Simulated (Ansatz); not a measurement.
## La$_{2}$WN$_{4}$ (space group I4/mmm, No. 139; a hypothetical phase, not in the database extracts checked)

```cif
data_La4N8W2
_chemical_formula_sum 'La4 W2 N8'
_space_group_name_H-M_alt 'I4/mmm'
_space_group_IT_number 139
_space_group_name_Hall '-I 4 2'
_cell_length_a 3.99656
_cell_length_b 3.99656
_cell_length_c 12.74806
_cell_angle_alpha 90.000
_cell_angle_beta 90.000
_cell_angle_gamma 90.000
loop_
_atom_site_label
_atom_site_type_symbol
_atom_site_symmetry_multiplicity
_atom_site_Wyckoff_symbol
_atom_site_fract_x
_atom_site_fract_y
_atom_site_fract_z
_atom_site_occupancy
La1 La 4 e 0.00000 0.00000 0.35488 1
W1 W 2 a 0.00000 0.00000 0.00000 1
N1 N 4 e 0.00000 0.00000 0.16305 1
N2 N 4 c 0.00000 0.50000 0.00000 1
```
(The calculation used a cell of 7 atoms; values per cell refer to that cell.)

Calculations: Ansatz (a program for electronic structure), PBE, PAW, cutoff 420 eV, no spin-orbit coupling. k-mesh 16×16×16 (Γ-centred); smearing 0.05 eV (Fermi–Dirac).

```json
{
  "volume_per_atom": "14.54 Å³",
  "density": "8.44 g/cm³",
  "band_gap": "zero",
  "total_energy": "-3489.833 eV/atom (σ→0; compares only within this code and set-up)"
}
```

Spin-orbit coupling, missing from the scalar runs, can matter with W. Stability against distortions was not tested. All final runs are without spin polarisation. The zero or small gap of La2WN4 can change with the level of theory.
